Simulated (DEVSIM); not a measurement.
Device: illuminated Si n-on-p cell, one wavelength, with a back-surface field, at 300 K.

Layer 1 from the left is Si, thickness (μm) 0.330, Nd (cm⁻³) 1.3e19, τn (s) 6.8e-7, τp (s) 8.2e-7, absorption coefficient (cm⁻¹) 140. Layer 2 from the left is Si, thickness (μm) 250, Na (cm⁻³) 1.7e15, τn (s) 6.8e-6, τp (s) 6.8e-6, absorption coefficient (cm⁻¹) 140. Layer 3 from the left is Si, thickness (μm) 0.430, Na (cm⁻³) 4.9e18, τn (s) 6.8e-6, τp (s) 6.8e-6, absorption coefficient (cm⁻¹) 140.

Left contact: ohmic, minority hole recombination velocity 20 cm/s. Right contact: ohmic, minority electron recombination velocity 1000 cm/s. Voltage is applied to the left contact. Recombination: SRH at mid-gap, radiative, Auger. Gap narrowing is on: ΔEg = 6.92 meV × (l + √(l² + 0.5)), l = ln(N/1.3e17 cm⁻³), shared equally by both band edges. Light enters at the left, 3.4e17 photons cm⁻² s⁻¹, one pass, no reflection. Mobility is constant in doping.

The device is made up for the run: typed textbook-type constants, with dimensions and the other settings drawn at random. Values at 300 K.

Si: gap (eV) 1.124, affinity (eV) 4.05, permittivity 11.7, Nc (cm⁻³) 2.86e19, Nv (cm⁻³) 3.1e19, μn (cm²/Vs) 1417, μp (cm²/Vs) 470, B (cm³/s) 4.7e-15, Cn (cm⁶/s) 2.8e-31, Cp (cm⁶/s) 9.9e-32.

Model (solved in DEVSIM): 1D drift-diffusion, Boltzmann statistics, complete ionisation; no tunnelling, impact ionisation, image-force lowering or self-heating.

Dark forward current:

```csv
|V| (V),|J| (A/cm²)
0.05,1.791e-9
0.10,7.024e-9
0.15,2.555e-8
0.20,1.055e-7
0.25,5.234e-7
0.30,3.031e-6
0.35,1.928e-5
0.40,0.0001284
0.45,0.0008696
0.50,0.005808
0.55,0.03437
0.60,0.1450
0.65,0.4364
0.70,1.161
0.75,3.060
0.80,8.180
0.85,22.44
0.90,62.88
0.95,165.1
1.00,361.3
1.05,653.2
1.10,1026
1.15,1462
1.20,1948
1.25,2474
```

Q: Work out the local ideality factor n = ΔV / (kT/q · ln(J2/J1)) between the rows 0.15 and 0.20 V, 0.40 and 0.45 V, 1.20 and 1.25 V.

A: kT/q = 25.85 mV. From 0.15 to 0.20 V: ln(1.055e-7/2.555e-8) = 1.418, n = 1.36. From 0.40 to 0.45 V: ln(0.0008696/0.0001284) = 1.913, n = 1.01, near the 1 of diffusion or emission over a barrier. From 1.20 to 1.25 V: ln(2474/1948) = 0.239, n = 8.09.

Q: What current could the absorbed light give at most, and what share is collected?

A: Σ αd = 3.51, so qΦ(1 − exp(−Σ αd)) = 52.8 mA/cm². The simulated short-circuit current is 40.23 mA/cm², a share of 0.76.

Q: Estimate the open-circuit voltage by superposition: the voltage at which the dark current equals that short-circuit current.

A: Interpolating ln J in the table gives 0.555 V. The simulation gives 0.550 V; the estimate lies 5 mV above. Superposition holds where collection doesn't change with voltage.

Q: Estimate the fill factor from FF0 = (v − ln(v + 0.72))/(v + 1), v = qVoc/(nkT), with n from the dark curve.

A: The rows about Voc, 0.50 and 0.55 V, give n = 1.09, so v = 19.6 and FF0 = 0.805. The simulation gives 0.804, the same within the digits that matter.
